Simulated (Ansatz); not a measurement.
Take Ti in the hcp (Mg type) structure (space group P6_3/mmc, No. 194; a = 2.864 Å, c = 4.537 Å; relaxed with 0.1 eV smearing) as the base. Axes: x lies along a and z along c of the hexagonal cell.

The values are results of Ansatz (a first-principles code), LDA, PAW, cutoff 420 eV, scalar-relativistic without spin-orbit coupling, not measurements.

For the base:

| Property | Value |
|---|---|
| Pressure | 0.0 GPa |

Perturbation: the cell is compressed by 2.50 % along z with no lateral relaxation; the atoms relax in the strained cell.

**Question.** Predict the new energy relative to the base and pressure.

**Answer.** The energy grows by 6.7 meV/atom; the pressure (mean of the normal stresses, compression positive) goes from zero to 3.4 GPa.

Whether these cells are dynamically stable was not tested. All final runs are without spin polarisation.
